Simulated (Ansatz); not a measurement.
Band structure of MgAu3 (Pm-3m, 4 atoms in the cell).

```xyz
4
Lattice="4.1065 0.0000 0.0000 0.0000 4.1065 0.0000 0.0000 0.0000 4.1065" Properties=species:S:1:pos:R:3 pbc="T T T"
Mg     0.0000     0.0000     0.0000
Au     2.0533     2.0533     0.0000
Au     0.0000     2.0533     2.0533
Au     2.0533     0.0000     2.0533
```

Computed with PBEsol, PAW files made with PBE (plane waves; Ansatz, an electronic-structure program).

Settings: basis.ecutwfc = 420 eV; kpoints.mp_grid.grid = 6 6 6; hamiltonian.xc = pbesol; hamiltonian.pseudopotentials = {kind: paw} (the program's default PAW files); scf.occupations.method = fermi_dirac; scf.occupations.width = 0.1 eV; kpoints.band_path.npoints = 8.

The starting cell comes from a database of computed structures (which also holds hypothetical and non-ambient phases and stackings), without a prior relaxation at this level. Spin-orbit coupling is off.

Levels in eV from the Fermi level, bands 30 to 37:
```
point     30     31     32     33     34     35    36    37
-----  -----  -----  -----  -----  -----  -----  ----  ----
Γ      -2.01  -2.01  -2.01   0.47   0.47   0.47  4.06  4.06
X      -3.79  -3.67  -2.95  -2.01   4.17   4.17  4.33  4.65
M      -3.68  -3.52  -3.51  -1.54  -0.72  -0.72  6.84  6.84
R      -2.34  -2.34  -1.54  -1.54  -1.54  -1.20  1.49  1.49
```

Bands cross the Fermi level along this path, so the cell is metallic at this level.

Keys are those of Ansatz 0.2.
